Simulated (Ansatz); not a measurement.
Base system: Ni in the fcc (Cu type) structure (space group Fm-3m, No. 225; a = 3.5206 Å; ferromagnetic; relaxed with 0.1 eV smearing).

Calculations: plane-wave PAW DFT at the PBE level (Ansatz, a quantum-chemistry and plane-wave program, 420 eV), no spin-orbit coupling.

Before the change:

- Largest site moment: 0.67 μB
- Magnetic state: ferromagnetic
- Band gap: zero
- Pressure: 0.0 GPa

Modification: every lattice vector is shortened by 4.79 %; the atoms relax in the strained cell.

Predict the new energy relative to the base.

The energy rises by 168 meV/atom.

What does the calculation give for the largest site moment after the change?

The largest site moment falls by 0.06 μB, from 0.67 μB to 0.61 μB.

Predict the new magnetic state.

The magnetic state is still ferromagnetic.

What does the calculation give for the band gap after the change?

The band gap stays zero.

Estimate the effect on the pressure.

The pressure goes from zero to 41.5 GPa.

Other magnetic orders, which the real material may have, were not ruled out. Whether these cells are dynamically stable was not tested.
